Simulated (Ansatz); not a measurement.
Abridged Ansatz (an electronic-structure program) output:

```
Pseudopotential: Ti, paw, valence charge 12
Pseudopotential: Hf, paw, valence charge 26
Pseudopotential: B, paw, valence charge 3
Crystal: 12 atoms, lattice volume = 110.754 Å³
Basis set: ecut = 500 eV, 2841 PW (Γ), exchange–correlation on 192×192×96 points (64 copies of the dense FFT grid, shifted against one another)
Bands: 62, of which v1, the nominal top of the filled ones, is band 50 counted from 1 (49 counted from 0)
Symmetry: 8 space group operations
k-points: 78 of 396
Functional: x = r2scan, c = r2scan; τ floored in thin density (d = 2e-4 eV/Å³)
SCF iter   1: F=—  HF=-37739.966419 eV  |F-HF|=—  |Δ(HF+E_count)|=         —  Δρ=1.56e-2  dr2=5.12e-1  dr2_τ=1.10e0  ethr=1.77e-3  ⟨swp⟩=6.3  Hψ=17842  notcnv=0  defer=44
SCF iter   2: F=—  HF=-37740.164616 eV  |F-HF|=—  |Δ(HF+E_count)|=   1.98e-1  Δρ=4.60e-3  dr2=1.33e-2  dr2_τ=9.90e-3  ethr=5.12e-4  ⟨swp⟩=3.0  Hψ=10422  notcnv=0  defer=270
SCF 1 converged in 11 iterations: F = -37740.167705 eV  dr2 = 5.13e-11
SCF converged after 11 iterations
Free energy (F): -37740.167705 eV
Internal energy: -37740.159535 eV  (E = F + TS)
E sigma→0 (E₀):  -37740.163620 eV
Entropy (-TS):   -0.008170 eV (-0.681 meV/atom)
Fermi energy:    18.083433 eV
--- Forces (eV/Å), atoms counted from 1 ---
  atom   1  Ti     0.00000000     0.00006343     0.00000000
  atom   2  Hf     0.00000000    -0.00001527     0.00000000
  atom   3  Hf     0.00000000     0.00001527     0.00000000
  atom   4  Ti     0.00000000    -0.00006343     0.00000000
  atom   5  B     -0.00020988    -0.00003046     0.00000000
  atom   6  B     -0.00012345     0.00003620     0.00000000
  atom   7  B      0.00020988    -0.00003046     0.00000000
  atom   8  B      0.00012345     0.00003620     0.00000000
  atom   9  B      0.00020988     0.00003046     0.00000000
  atom  10  B     -0.00012345    -0.00003620     0.00000000
  atom  11  B     -0.00020988     0.00003046     0.00000000
  atom  12  B      0.00012345    -0.00003620     0.00000000
--- Stress (GPa, compression-positive) ---
        0.006051       0.000000       0.000000
        0.000000      -0.003613       0.000000
        0.000000       0.000000       0.000660
  P = ⅓ Tr σ = 0.0010 GPa (0.010 kbar)
```

What was computed, and what are the main results?

HfTiB4, 12 atoms in the cell, with r2SCAN (Ansatz; PAW; 500 eV plane waves; no SOC). The last SCF converged to F = -37740.167705 eV, or -3145.0140 eV per atom, at a pressure of 0.00 GPa. The total energy compares only with runs of the same code, potentials and settings.

These are small ordered cells, not random alloys; other orderings at the same x differ. Whether these cells are dynamically stable was not tested. The final runs are not spin-polarised. The cell was made from TiB2 by this change: x(Hf) = 0.5, 12 atoms, Cmcm.
